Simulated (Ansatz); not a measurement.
The starting structures come from a database of crystals and need not be the phases stable at ambient conditions.

 Where the default PAW files enter, the runs use the earlier of Ansatz's two default sets.

Inside the gap of an insulator the Bloch states are evanescent, with a wavenumber k + iκ along the transport direction.

```
Mg2OsH6
1.0
    4.69184     0.00000     0.00000
    0.00000     6.63527     0.00000
    2.34592     3.31764     2.34592
Mg H Os
2 6 1
Cartesian
  2.34592   4.97645   0.00000
  2.34592   1.65882   0.00000
  4.69184   1.68430   0.00000
  4.69184   4.95097   0.00000
  1.15494   3.31763   1.15494
  5.88282   6.63527   1.19098
  3.53690   3.31763   1.15494
  3.50087   6.63527   1.19098
  0.00000   0.00000   0.00000
```

Space group of this cell: Fm-3m. The cell is taken as given.

Transport runs along the normal of the first two printed cell vectors, the (110) plane of the conventional cell.

No gap correction and no spin-orbit coupling; mid-gap values are interpolated between computed energies.

Task: Give the band gap and the smallest decay constant κ at mid-gap that r2SCAN (Ansatz, an electronic-structure program) yields.

Result: Gap 3.82 eV on a 12×12×12 mesh; κ = 0.379 1/Å, at (0.500, 0.000) of the in-plane reciprocal vectors. At the zone centre, at the nearest computed energy, the slowest state has κ = 0.43 1/Å.
